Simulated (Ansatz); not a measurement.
A computed series for InAs: response to strain

Take InAs in the zinc blende structure (space group F-43m, No. 216; a = 6.186 Å) as the base.

Strains are applied to the cell and any free atomic positions relax.

Computed with PBE (Ansatz, a first-principles code; PAW; 420 eV plane waves; scalar-relativistic without spin-orbit coupling).

```csv
isotropic strain (%),pressure (GPa)
-3,5.5
-2.5,?
-2,3.4
-1.5,2.5
-0.5,0.8
0,0.0
1,-1.3
1.5,-1.9
2,-2.5
```

Fit P = P₀ − Bδ + Cδ² with δ = (1 + ε)³ − 1 to the rows shown and predict the withheld row.

Least squares on the printed values gives P₀ = 0.0 GPa, B = 49.5 GPa, C = 148 GPa (largest residual 0.0 GPa); this predicts 4.4 GPa, and the run gives 4.4 GPa, in agreement.

The mesh was chosen for an insulator and is coarse for the gapless case. Stability against distortions was not tested. All final runs are without spin polarisation.
